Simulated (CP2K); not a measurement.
## A self-consistent single point of CsRb₃ (I4/mmm, 4 atoms in the cell) with CP2K

Computed with LDA (Pade form), GPW, TZVP-MOLOPT-SR-GTH basis, GTH-PADE potentials (GTH_POTENTIALS) run with CP2K.

The input file:

```
&GLOBAL
  PROJECT csrb3
  RUN_TYPE ENERGY_FORCE
  PRINT_LEVEL LOW
&END GLOBAL
&FORCE_EVAL
  METHOD Quickstep
  STRESS_TENSOR ANALYTICAL
  &DFT
    BASIS_SET_FILE_NAME BASIS_MOLOPT_UCL
    POTENTIAL_FILE_NAME GTH_POTENTIALS
    &QS
      METHOD GPW
      EPS_DEFAULT 1E-11
    &END QS
    &MGRID
      CUTOFF 500
      REL_CUTOFF 50
      NGRIDS 5
    &END MGRID
    &SCF
      SCF_GUESS ATOMIC
      EPS_SCF 1E-6
      MAX_SCF 100
      ADDED_MOS 7
      &DIAGONALIZATION
        ALGORITHM STANDARD
      &END DIAGONALIZATION
      &MIXING
        METHOD BROYDEN_MIXING
        ALPHA 0.3
        NBUFFER 8
        BETA 1.5
      &END MIXING
      &SMEAR ON
        METHOD METHFESSEL_PAXTON
        SIGMA [eV] 0.1
      &END SMEAR
    &END SCF
    &KPOINTS
      SCHEME MONKHORST-PACK 5 5 5
    &END KPOINTS
    &XC
      &XC_FUNCTIONAL PADE
      &END XC_FUNCTIONAL
    &END XC
    &PRINT
      &MO
        EIGENVALUES T
        OCCUPATION_NUMBERS T
        NDIGITS 8
        FILENAME mo
        &EACH
          QS_SCF 0
        &END EACH
        ADD_LAST NUMERIC
      &END MO
      &MULLIKEN OFF
      &END MULLIKEN
    &END PRINT
  &END DFT
  &SUBSYS
    &CELL
      A 9.07859300 0.00000000 0.00000000
      B 3.04269600 8.55352900 0.00000000
      C -6.06064500 -4.27676400 5.23437900
      PERIODIC XYZ
    &END CELL
    &COORD
      SCALED
      Cs       0.00000000     0.00000000     0.00000000
      Rb       0.75000000     0.25000000     0.50000000
      Rb       0.25000000     0.75000000     0.50000000
      Rb       0.50000000     0.50000000     0.00000000
    &END COORD
    &KIND Cs
      BASIS_SET TZVP-MOLOPT-SR-GTH
      POTENTIAL GTH-PADE-q9
    &END KIND
    &KIND Rb
      BASIS_SET TZVP-MOLOPT-SR-GTH
      POTENTIAL GTH-PADE-q9
    &END KIND
  &END SUBSYS
  &PRINT
    &FORCES ON
    &END FORCES
    &STRESS_TENSOR ON
    &END STRESS_TENSOR
  &END PRINT
&END FORCE_EVAL
```

Output (repeated stretches shortened):

```
 GLOBAL| Method name                                                        CP2K
 GLOBAL| Project name                                                      csrb3
 GLOBAL| Run type                                                   ENERGY_FORCE

 TOTAL NUMBERS AND MAXIMUM NUMBERS

  Total number of            - Atomic kinds:                                   2
                             - Atoms:                                          4
                             - Shell sets:                                     4
                             - Shells:                                        32
                             - Primitive Cartesian functions:                 27
                             - Cartesian basis functions:                     76
                             - Spherical basis functions:                     72

  Maximum angular momentum of- Orbital basis functions:                        2
                             - Local part of the GTH pseudopotential:          2
                             - Non-local part of the GTH pseudopotential:      3

 SCF PARAMETERS         Density guess:                                    ATOMIC
                        max_scf:                                             100
                        max_diis:                                              4
                        eps_scf:                                        1.00E-06
                        eps_diis:                                       1.00E-01
                        eps_eigval:                                     1.00E-05
                        level_shift [a.u.]:                             0.000000
                        added MOs                                         7    0
                        Mixing method:                            BROYDEN_MIXING
                                                charge density mixing in g-space
                        Smear method:                          METHFESSEL_PAXTON
                        Smearing width (sigma) [a.u.]:                  3.67E-03
                        Accuracy threshold:                             1.00E-10
                        No outer SCF

 Extrapolation method: initial_guess

 Number of electrons:                                                         36
 Number of occupied orbitals:                                                 18
 Number of molecular orbitals:                                                25

 Number of orbital functions:                                                 72
 Number of independent orbital functions:                                     72

 SCF WAVEFUNCTION OPTIMIZATION

  Step     Update method      Time    Convergence         Total energy    Change
     1 NoMix/Diag. 0.30E+00      -     0.76086538       -92.6235708922 -9.26E+01
     2 Broy./Diag. 0.30E+00      -     0.00636416       -92.8472667422 -2.24E-01
     3 Broy./Diag. 0.30E+00      -     0.04900574       -92.6898074746  1.57E-01
     4 Broy./Diag. 0.30E+00      -     0.00438404       -92.5475788385  1.42E-01
     5 Broy./Diag. 0.30E+00      -     0.00266902       -92.5457339395  1.84E-03
     6 Broy./Diag. 0.30E+00      -     0.00614589       -92.5601771709 -1.44E-02
     7 Broy./Diag. 0.30E+00      -     0.00229984       -92.5684767824 -8.30E-03
   [... 6 lines left out ...]
    14 Broy./Diag. 0.30E+00      -     0.00006597       -92.5636928740  1.06E-04
    15 Broy./Diag. 0.30E+00      -     0.00003061       -92.5636799651  1.29E-05
    16 Broy./Diag. 0.30E+00      -     0.00000791       -92.5636870980 -7.13E-06
    17 Broy./Diag. 0.30E+00      -     0.00000497       -92.5636915308 -4.43E-06
    18 Broy./Diag. 0.30E+00      -     0.00000075       -92.5636908706  6.60E-07

  *** SCF run converged in    18 steps ***

  Electronic density on regular grids:        -36.0000000000        0.0000000000
  Core density on regular grids:               35.9999999995       -0.0000000005
  Total charge density on r-space grids:       -0.0000000004
  Total charge density g-space grids:          -0.0000000004

  Overlap energy of the core charge distribution:               0.00000000000000
  Self energy of the core charge distribution:               -182.21020733965807
  Core Hamiltonian energy:                                     38.85357439034491
  Hartree energy:                                              64.71849135767542
  Exchange-correlation energy:                                -13.92559846692776
  Smearing free energy correction:                              0.00004918796835
  Fermi energy:                                                 0.04234321791280

  Total energy:                                               -92.56369087056130

 ENERGY| Total FORCE_EVAL ( QS ) energy [hartree]            -92.563687320493230

 FORCES| Atomic forces [hartree/bohr]
 FORCES|   Atom     x               y               z               |f|
 FORCES|      1  1.21160661E-14  1.08077857E-14 -3.46789777E-10   3.46789777E-10
 FORCES|      2  3.01456516E-10  2.01674006E-10 -9.77026522E-09   9.77699499E-09
 FORCES|      3 -3.01461702E-10 -2.01666989E-10  9.99224125E-09   9.99882163E-09
 FORCES|      4 -9.62165140E-15  3.18062850E-15  1.24741877E-10   1.24741877E-10
 FORCES| Sum    -2.69164865E-15  2.10056355E-14 -7.18703014E-14
 FORCES| Total atomic force                                       7.49254424E-14

 STRESS| Analytical stress tensor [bar]
 STRESS|                        x                   y                   z
 STRESS|      x       -4.62543876501E+03  -1.10416597451E+02  -4.35505022694E-03
 STRESS|      y       -1.10416597451E+02  -4.54683799696E+03  -4.50492877714E-03
 STRESS|      z       -4.35505022694E-03  -4.50492877714E-03  -4.46896543847E+03
 STRESS| 1/3 Trace                                            -4.54708073348E+03
```

The run converged in 18 iterations.

The starting cell comes from a database of computed structures (which also holds hypothetical and non-ambient phases and stackings), without a prior relaxation at this level. Values carry the incompleteness of an atom-centred basis.

Cost on one core of a shared machine: roughly 70 s.
